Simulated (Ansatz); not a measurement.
The starting structures come from a database of crystals and need not be the phases stable at ambient conditions.

The decay constant κ of evanescent states in the gap governs leakage through a thin film.

Consider the following.

```yaml
crystal:
  lattice:
    - [6.20402, 0.00000, 0.00000]
    - [0.00000, 6.45778, 0.00000]
    - [0.00000, 0.00000, 7.56673]
  atoms:
    - { symbol: Mg, position: [0.00288, 0.65456, 0.50000] }
    - { symbol: Mg, position: [0.50288, 0.34544, 0.00000] }
    - { symbol: Si, position: [0.50114, 0.32213, 0.50000] }
    - { symbol: Si, position: [0.00114, 0.67787, 0.00000] }
    - { symbol: Cu, position: [0.99323, 0.17731, 0.75238] }
    - { symbol: Cu, position: [0.49323, 0.82269, 0.74762] }
    - { symbol: Cu, position: [0.99323, 0.17731, 0.24762] }
    - { symbol: Cu, position: [0.49323, 0.82269, 0.25238] }
    - { symbol: S, position: [0.62318, 0.16163, 0.72921] }
    - { symbol: S, position: [0.12318, 0.83837, 0.77079] }
    - { symbol: S, position: [0.62318, 0.16163, 0.27079] }
    - { symbol: S, position: [0.12318, 0.83837, 0.22921] }
    - { symbol: S, position: [0.15377, 0.30584, 0.50000] }
    - { symbol: S, position: [0.65377, 0.69416, 0.00000] }
    - { symbol: S, position: [0.60448, 0.64068, 0.50000] }
    - { symbol: S, position: [0.10448, 0.35932, 0.00000] }
```

Space group of this cell: Pmn2_1. The cell is taken as given; by PBEsol its mean pressure is -2.6 GPa.

Transport runs along the normal of the first two printed cell vectors.

The gap is the functional's own, uncorrected, and κ follows it; spin-orbit coupling is left out. Mid-gap values are interpolated between the computed energies.

**Question.** Predict the band gap and the smallest decay constant κ at mid-gap from PBEsol in Ansatz (a first-principles code).

**Answer.** Gap 1.58 eV on a 6×6×4 mesh; κ = 0.160 1/Å, at the zone centre.
